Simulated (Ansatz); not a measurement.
Base system: AlRu in the CsCl type structure (space group Pm-3m, No. 221; relaxed with 0.1 eV smearing).

```
CELL_PARAMETERS angstrom
      2.98315     0.00000     0.00000
      0.00000     2.98315     0.00000
      0.00000     0.00000     2.98315
ATOMIC_POSITIONS crystal
  Al 0.50000 0.50000 0.50000
  Ru 0.00000 0.00000 0.00000
```

Cartesian axes are those of the cell as printed.

Level of theory: r2SCAN (Ansatz, a quantum-chemistry and plane-wave program, PAW, without spin-orbit coupling).

The change: biaxial strain −1.25 %, plane normal [111], relaxed out of plane (Cartesian); in-plane vectors clamped, the third vector and the atoms free.

**Question.** What happens to the ratio −ε⊥/ε∥ and energy relative to the base?

**Answer.** The ratio −ε⊥/ε∥ comes out as 0.69; the energy rises by 5.9 meV/atom.

Whether these cells are dynamically stable was not tested. The final runs are not spin-polarised.
